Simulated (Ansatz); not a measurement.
Sb on the Si site in alpha quartz: one set of geometries, relaxed with PBE, evaluated in Ansatz (PAW, plane waves to 420 eV, 500 eV under r2SCAN) with PBE, r2SCAN.

Set-up: 72-site cell; 2×2×2 Γ-centred k-points; start: the Si site; charged states image-corrected; no spin–orbit coupling; finite-size errors of tenths of an eV; flagged in the runs: a host whose relaxation on this sampling wasn't shown to rest, a strain field that reaches the edge of the cell.

```tsv
quantity	PBE	r2SCAN
host gap (eV)	5.68	6.32
ε(+1/0) above the VBM (eV)	2.17	2.60
ε(0/−1) above the VBM (eV)	2.86	3.28
neutral formation energy against rhombohedral Sb, silicon (eV)	6.61	6.92
largest moment on one atom at charge 0 (μB)	0.20	0.22
```

PBE narrows the gap by 0.64 eV against r2SCAN, the highest level run, and puts the levels 0.43 eV lower above the valence-band maximum on average.

Ansatz is a quantum-chemistry and plane-wave program.
